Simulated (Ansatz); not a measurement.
Results of PBE-D3(BJ) (Ansatz, a program for electronic structure, plane waves, PAW) for MgS (model structure, started from the HgTe type, Fm-3m, No. 225, 6 atoms in the cell).

Numerical settings: plane-wave cutoff 520 eV, 12×12×4 k mesh (along the axes of the cell as run), Fermi–Dirac smearing 0.01 eV, scalar-relativistic PAW data made under PBE.

Computed at the level's own relaxed cell.

```xyz
6
Lattice="3.6452 0.0000 0.0000 -1.8226 3.1568 0.0000 0.0000 0.0000 8.9290" Properties=species:S:1:pos:R:3 pbc="T T T"
Mg     0.6075     1.0522     0.0000
Mg     2.4302     0.0000     2.9763
Mg    -1.2151     2.1046     5.9527
S      0.6075     1.0523     4.4645
S      2.4301     0.0000     7.4409
S     -1.2150     2.1045     1.4882
```

Q: List the 15 lowest band energies at Γ above −25 eV (eV, relative to the valence band maximum), grouping those that round alike.

A: At Γ: -12.83, -11.88 (×2), -3.94 (×2), -0.49 (×4), 0.00 (×3), 3.95, 4.84 (×2).

A model structure was made by putting elements into a prototype or built by hand; here it ended with the formula and space group of a phase in our tables.
